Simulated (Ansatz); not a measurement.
Defect: O vacancy in corundum, charge state +2. These are PBE, PAW (plane waves to 420 eV; Ansatz, a first-principles code) values and carry that method's errors.

Cell of 120 host sites held at the relaxed PBE lattice; the Γ point alone; Fermi-Dirac width 0.01 eV, spin-restricted; finite-size errors left in. Static, classical nuclei. The charge state is imposed; whether it is stable for some Fermi level was not computed. Forms of the defect that were not tried may lie lower.

Barriers: single points on a 2×2×2 k-point mesh shifted by half a step along c at the bands' geometries.

The step: a nearby O atom hops onto the vacant site. Atoms about the jump, Cartesian Å from the middle of the jump, before and after:

```json
[
 {"atom": "O1", "x0": "-0.11", "y0": "1.43", "z0": "0.00", "x1": "0.11", "y1": "-1.43", "z1": "0.00"},
 {"atom": "Al2", "x0": "-0.96", "y0": "0.16", "z0": "-1.00", "x1": "-0.92", "y1": "-0.29", "z1": "-1.00"},
 {"atom": "Al3", "x0": "1.55", "y0": "1.31", "z0": "0.85", "x1": "1.86", "y1": "1.31", "z1": "1.03"},
 {"atom": "O4", "x0": "0.81", "y0": "-0.02", "z0": "2.12", "x1": "0.88", "y1": "0.09", "z1": "2.14"},
 {"atom": "O5", "x0": "2.23", "y0": "-0.23", "z0": "0.00", "x1": "2.33", "y1": "-0.15", "z1": "0.02"},
 {"atom": "Al6", "x0": "1.73", "y0": "-1.47", "z0": "1.48", "x1": "1.60", "y1": "-1.46", "z1": "1.36"},
 {"atom": "Al7", "x0": "1.73", "y0": "-1.42", "z0": "-1.45", "x1": "1.61", "y1": "-1.46", "z1": "-1.33"},
 {"atom": "O8", "x0": "0.63", "y0": "-0.07", "z0": "-2.11", "x1": "0.63", "y1": "-0.06", "z1": "-2.12"},
 {"atom": "O9", "x0": "-2.46", "y0": "-0.16", "z0": "0.00", "x1": "-2.45", "y1": "-0.20", "z1": "0.00"},
 {"atom": "Al10", "x0": "-0.82", "y0": "-0.07", "z0": "3.04", "x1": "-0.79", "y1": "-0.06", "z1": "3.04"},
 {"atom": "O11", "x0": "-1.53", "y0": "-1.59", "z0": "2.14", "x1": "-1.53", "y1": "-1.56", "z1": "2.19"},
 {"atom": "O12", "x0": "-1.75", "y0": "1.32", "z0": "2.19", "x1": "-1.65", "y1": "1.33", "z1": "2.12"},
 {"atom": "Al13", "x0": "-0.96", "y0": "-3.05", "z0": "1.03", "x1": "-0.82", "y1": "-2.84", "z1": "0.88"},
 {"atom": "O14", "x0": "-1.53", "y0": "-1.30", "z0": "-2.12", "x1": "-1.62", "y1": "-1.40", "z1": "-2.24"},
 {"atom": "O15", "x0": "-1.56", "y0": "1.31", "z0": "-2.24", "x1": "-1.52", "y1": "1.20", "z1": "-2.11"},
 {"atom": "O16", "x0": "2.24", "y0": "-2.66", "z0": "0.03", "x1": "2.34", "y1": "-2.72", "z1": "0.01"},
 {"atom": "O17", "x0": "0.84", "y0": "2.57", "z0": "2.20", "x1": "0.87", "y1": "2.58", "z1": "2.14"},
 {"atom": "O18", "x0": "0.63", "y0": "-2.82", "z0": "2.14", "x1": "0.67", "y1": "-2.82", "z1": "2.20"},
 {"atom": "Al19", "x0": "-0.83", "y0": "2.71", "z0": "1.36", "x1": "-0.85", "y1": "2.85", "z1": "1.48"},
 {"atom": "O20", "x0": "2.51", "y0": "2.70", "z0": "0.02", "x1": "2.54", "y1": "2.68", "z1": "0.03"},
 {"atom": "Al21", "x0": "-0.83", "y0": "2.81", "z0": "-1.35", "x1": "-0.89", "y1": "2.82", "z1": "-1.45"},
 {"atom": "O22", "x0": "0.81", "y0": "-2.87", "z0": "-2.10", "x1": "0.83", "y1": "-2.94", "z1": "-2.17"},
 {"atom": "O23", "x0": "-2.30", "y0": "2.74", "z0": "0.01", "x1": "-2.18", "y1": "2.67", "z1": "0.00"},
 {"atom": "Al24", "x0": "-3.21", "y0": "1.34", "z0": "0.88", "x1": "-3.17", "y1": "1.30", "z1": "0.85"},
 {"atom": "O25", "x0": "-2.46", "y0": "-2.73", "z0": "0.02", "x1": "-2.48", "y1": "-2.74", "z1": "0.01"},
 {"atom": "O26", "x0": "0.85", "y0": "2.84", "z0": "-2.17", "x1": "0.82", "y1": "2.76", "z1": "-2.10"},
 {"atom": "O27", "x0": "3.04", "y0": "1.27", "z0": "2.20", "x1": "3.16", "y1": "1.36", "z1": "2.26"},
 {"atom": "Al28", "x0": "-3.23", "y0": "-1.45", "z0": "1.36", "x1": "-3.20", "y1": "-1.46", "z1": "1.36"},
 {"atom": "Al29", "x0": "1.59", "y0": "1.35", "z0": "-3.02", "x1": "1.59", "y1": "1.32", "z1": "-3.02"},
 {"atom": "Al30", "x0": "1.60", "y0": "1.32", "z0": "3.56", "x1": "1.61", "y1": "1.33", "z1": "3.63"},
 {"atom": "Al31", "x0": "-0.81", "y0": "-0.05", "z0": "-3.60", "x1": "-0.81", "y1": "-0.06", "z1": "-3.60"},
 {"atom": "O32", "x0": "3.33", "y0": "-1.57", "z0": "2.22", "x1": "3.28", "y1": "-1.53", "z1": "2.19"}
]
```

Q: Give the saddle-point geometry and the barrier.

A: 
| atom | x | y | z |
|---|---|---|---|
| O1 | 0.17 | -0.11 | 0.23 |
| Al2 | -1.00 | -0.05 | -1.02 |
| Al3 | 1.64 | 1.16 | 0.92 |
| O4 | 0.98 | -0.01 | 2.40 |
| O5 | 2.50 | -0.21 | 0.03 |
| Al6 | 1.66 | -1.43 | 1.45 |
| Al7 | 1.68 | -1.32 | -1.39 |
| O8 | 0.65 | -0.05 | -2.28 |
| O9 | -2.55 | -0.19 | -0.04 |
| Al10 | -0.78 | -0.07 | 3.03 |
| O11 | -1.55 | -1.59 | 2.17 |
| O12 | -1.70 | 1.31 | 2.15 |
| Al13 | -0.95 | -3.01 | 1.02 |
| O14 | -1.58 | -1.34 | -2.17 |
| O15 | -1.54 | 1.29 | -2.15 |
| O16 | 2.22 | -2.65 | 0.04 |
| O17 | 0.80 | 2.52 | 2.11 |
| O18 | 0.61 | -2.81 | 2.14 |
| Al19 | -0.89 | 2.82 | 1.46 |
| O20 | 2.48 | 2.64 | 0.02 |
| Al21 | -0.90 | 2.89 | -1.45 |
| O22 | 0.79 | -2.84 | -2.08 |
| O23 | -2.20 | 2.68 | 0.00 |
| Al24 | -3.20 | 1.31 | 0.85 |
| O25 | -2.46 | -2.76 | 0.01 |
| O26 | 0.81 | 2.79 | -2.12 |
| O27 | 3.08 | 1.30 | 2.23 |
| Al28 | -3.23 | -1.45 | 1.34 |
| Al29 | 1.60 | 1.35 | -3.06 |
| Al30 | 1.61 | 1.29 | 3.62 |
| Al31 | -0.77 | -0.05 | -3.63 |
| O32 | 3.31 | -1.56 | 2.22 |
It lies 2.64 eV above the start and 2.64 eV above the end. The saddle point's order was not checked.
